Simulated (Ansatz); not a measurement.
We consider CrO3 (Amm2, No. 38, 4 atoms in the cell; start mp-753740; a measured phase of this formula has another space group), described by PBEsol (Ansatz, a program for electronic structure, PAW).

Numerical settings: plane-wave cutoff 520 eV, 12×8×8 k mesh (along the axes of the cell as run), Fermi–Dirac smearing 0.01 eV, no spin polarisation, scalar-relativistic PAW data made under PBE.

Cell (relaxed at this level):

```cif
data_Cr2O6
_chemical_formula_sum 'Cr2 O6'
_space_group_name_H-M_alt 'Amm2'
_space_group_IT_number 38
_space_group_name_Hall 'A 2 -2'
_cell_length_a 3.05723
_cell_length_b 7.15101
_cell_length_c 6.01396
_cell_angle_alpha 90.000
_cell_angle_beta 90.000
_cell_angle_gamma 90.000
loop_
_space_group_symop_operation_xyz
  'x, y, z'
  '-x, -y, z'
  '-x, y, z'
  'x, -y, z'
  'x, y+1/2, z+1/2'
  '-x, -y+1/2, z+1/2'
  '-x, y+1/2, z+1/2'
  'x, -y+1/2, z+1/2'
loop_
_atom_site_label
_atom_site_type_symbol
_atom_site_symmetry_multiplicity
_atom_site_Wyckoff_symbol
_atom_site_fract_x
_atom_site_fract_y
_atom_site_fract_z
_atom_site_occupancy
Cr1 Cr 2 a 0.00000 0.00000 0.85048 1
O1 O 2 b 0.50000 0.50000 0.49484 1
O2 O 4 d 0.00000 0.32386 0.19448 1
```
(The calculation used a cell of 4 atoms; values per cell refer to that cell.)

**Question.** Predict the band gap, smallest direct gap on the k points sampled and Γ–Γ gap.

**Answer.** 
- band gap: 1.63 eV (indirect)
- smallest direct gap on the k points sampled: 2.14 eV
- Γ–Γ gap: 3.25 eV

It cost about 14 core-seconds (a rough figure) of CPU time.

A start named mp-… is a Materials Project structure, which need not be a measured phase.
